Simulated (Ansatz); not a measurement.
We consider BeTe (model structure, started from the NiAs type, P6₃/mmc, No. 194, 4 atoms in the cell), described by PBEsol in Ansatz (plane waves, PAW).

Settings: plane-wave cutoff 520 eV, 18×18×10 k mesh (along the axes of the cell as run), Fermi–Dirac smearing 0.05 eV, scalar-relativistic PAW data made under PBE.

Cell (relaxed at this level):

```
CELL_PARAMETERS angstrom
      3.81066     0.00000     0.00000
     -1.90533     3.30013     0.00000
      0.00000     0.00000     5.94952
ATOMIC_POSITIONS crystal
  Be 0.00000 0.00000 0.00000
  Be 0.00000 0.00000 0.50000
  Te 0.33333 0.66667 0.25000
  Te 0.66667 0.33333 0.75000
```

Question: Predict the bulk modulus.

Answer: 
- bulk modulus: 73.0 GPa

The run finds no gap.

Note: the bulk modulus is −V dP/dV from two relaxed cells at ±2 % in volume; the relaxation could raise the start's symmetry but not lower it, so the cell can be a saddle point.

Spin–orbit coupling is not included; it can open a gap where bands touch, and shift volumes and moduli.

Computed values are for the static lattice.

It cost roughly 3 core-minutes of CPU time.

A model structure was made by putting elements into a prototype or built by hand; it is no filed structure, need not be a known phase, and can be a saddle point held by its symmetry.

Ansatz is a quantum-chemistry and plane-wave program.
